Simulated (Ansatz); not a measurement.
The starting structures come from a database of crystals and need not be the phases stable at ambient conditions.

 Where the default PAW files enter, the runs use the earlier of Ansatz's two default sets.

By LDA and PBEsol, the system below comes out a metal.

```
Cu
1.0
    2.46108     0.00000     0.00000
   -0.92225     2.28175     0.00000
    0.76942     1.14087     2.04042
Cu
1
Cartesian
  0.00000   0.00000   0.00000
```

Space group of this cell: I4/mmm. The cell is taken as given; by PBEsol its mean pressure is -1.5 GPa.

The current runs along the normal of the first two printed vectors, the (110) plane. All runs by Ansatz (an electronic-structure program), plane waves and PAW, without spin-orbit coupling; the base is PBEsol.

```tsv
run	mean pressure (GPa)	G/A, both spins (10¹⁵ S/m²)
base	-1.5	1.13
all lengths scaled by 0.98	9.7	1.18
all lengths scaled by 1.02	-9.6	1.10
lda in place of pbesol	-7.8	1.13
lengths across the current scaled by 0.98, ions clamped	5.7	…
lengths across the current scaled by 1.02, ions clamped	-7.1	1.11
lengths along the current scaled by 0.97, ions clamped	3.9	…
lengths along the current scaled by 1.03, ions clamped	-5.6	…
```

Q: Fill in the missing entries.

A: 
- lengths across the current scaled by 0.98, ions clamped, G/A, both spins (10¹⁵ S/m²): 1.15
- lengths along the current scaled by 0.97, ions clamped, G/A, both spins (10¹⁵ S/m²): 1.17
- lengths along the current scaled by 1.03, ions clamped, G/A, both spins (10¹⁵ S/m²): 1.09
